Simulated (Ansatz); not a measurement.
The parent structure is Re in the hcp (Mg type) structure (space group P6_3/mmc, No. 194; a = 2.752 Å, c = 4.440 Å; relaxed with 0.1 eV smearing).

Level of theory: PBEsol (Ansatz, a program for electronic structure), spin-orbit coupling left out.

For the base:

- Pressure = 0.0 GPa
- Band gap = zero

It is then changed as follows: an isotropic linear strain of −1.00 %; the atoms relax in the strained cell.

**Question.** Estimate the effect on the energy relative to the base.

**Answer.** The energy goes up by 17 meV/atom.

**Question.** What does the calculation give for the pressure after the change?

**Answer.** The pressure (mean of the normal stresses, compression positive) goes from zero to 12.6 GPa.

**Question.** What does the calculation give for the band gap after the change?

**Answer.** The band gap is still zero.

Whether these cells are dynamically stable was not tested. The final runs are not spin-polarised.
